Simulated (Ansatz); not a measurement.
**TiS2 (model structure, started from the HfO2 type, Pca2₁, No. 29, 12 atoms in the cell)**

Computed with PBEsol in Ansatz (PAW).

Run with plane-wave cutoff 520 eV, 6×6×6 k mesh, Fermi–Dirac smearing 0.01 eV, no spin polarisation, scalar-relativistic PAW data made under PBE.

Cell (relaxed at this level):

```
TiS2
1.0
    6.00648     0.00000     0.00000
    0.00000     5.78764     0.00000
    0.00000     0.00000     5.77234
Ti S
4 8
Direct
  0.06747   0.27935   0.25252
  0.93253   0.72065   0.75252
  0.43253   0.27935   0.75252
  0.56747   0.72065   0.25252
  0.38261   0.08331   0.36140
  0.61739   0.91669   0.86140
  0.11739   0.08331   0.86140
  0.88261   0.91669   0.36140
  0.75228   0.42972   0.49908
  0.24772   0.57028   0.99908
  0.74772   0.42972   0.99908
  0.25228   0.57028   0.49908
```

For TiS2 (model structure, started from the HfO2 type, Pca2₁, No. 29, 12 atoms in the cell), the band gap is 0.22 eV (on the SCF k mesh).

Note: the relaxation could raise the start's symmetry but not lower it, so the cell can be a saddle point.

Computed values are for the static lattice.

A model structure was made by putting elements into a prototype or built by hand; it is no filed structure, need not be a known phase, and can be a saddle point held by its symmetry.

Ansatz is a program for electronic structure.
